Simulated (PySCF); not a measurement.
PySCF 2.14.0, WB97X/def2-svp, df: Mo(O)(NMe)(OMe)(SH) (C[N]=[Mo](=[O])([SH])[O]C), 14 atoms. The geometry is a generated start, not checked to be a minimum at this level.

- task = energy
- method = wb97x
- basis = def2-svp
- two-electron scheme = density fitting
- mol.max_memory = 3000 MB
- mf.max_cycle = 100
- mf.conv_tol = 1e-09 (default)
- mf.grids.level = 3 (default)
- effective core potentials = those of the basis set, past Kr
- basis functions = 154
- grid points = 180280

```xyz
14

Mo     0.4309     0.6675     0.6590
O      1.5705     1.8054     0.9824
N     -0.5209     0.9505    -0.7686
C     -1.0703     1.3881    -1.9941
H     -1.1379     0.5659    -2.7170
H     -2.0828     1.7708    -1.8244
H     -0.4699     2.1988    -2.4272
O      0.8849    -1.0168     0.8240
C      1.3768    -2.3123     0.8271
H      1.3376    -2.7266    -0.1916
H      2.4159    -2.3237     1.1866
H      0.7605    -2.9354     1.4899
S     -1.1943     1.0930     2.3346
H     -2.3011     0.8747     1.6194
```

Charge 0 and multiplicity 1 are set for this test and not shown to be the ground state.

With the defaults (mf.DIIS = CDIIS, mf.diis = true, mf.init_guess = minao, mf.damp = 0, mf.diis_start_cycle = 1, mf.level_shift = 0, mf.diis_space = 8) it converges in 17 Fock builds. One run each on 2 threads, 1 BLAS thread, with these changes:
- mf.init_guess = huckel
- mf.DIIS = EDIIS
- mf.diis_space = 3
- mf.level_shift = 1 Hartree
- mf.damp = 0.3, mf.diis_start_cycle = 4
- mf.diis_space = 20
- mf.diis = false
- mf.init_guess = mod_huckel
- mf.level_shift = 0.3 Hartree

Task: Name the settings that don't reach the solution of the defaults.

Result: No convergence: mf.DIIS = EDIIS; mf.diis = false (the run ends without SCF convergence in 100 cycles). The rest reach the solution of the defaults.

| setting | Fock builds | end |
|---|---|---|
| mf.diis_space = 20 | 16 | same solution |
| the defaults | 17 | same solution |
| mf.init_guess = mod_huckel | 19 | same solution |
| mf.init_guess = huckel | 19 | same solution |
| mf.damp = 0.3, mf.diis_start_cycle = 4 | 20 | same solution |
| mf.level_shift = 0.3 Hartree | 21 | same solution |
| mf.diis_space = 3 | 24 | same solution |
| mf.level_shift = 1 Hartree | 33 | same solution |
| mf.DIIS = EDIIS | 101 | no convergence |
| mf.diis = false | 101 | no convergence |
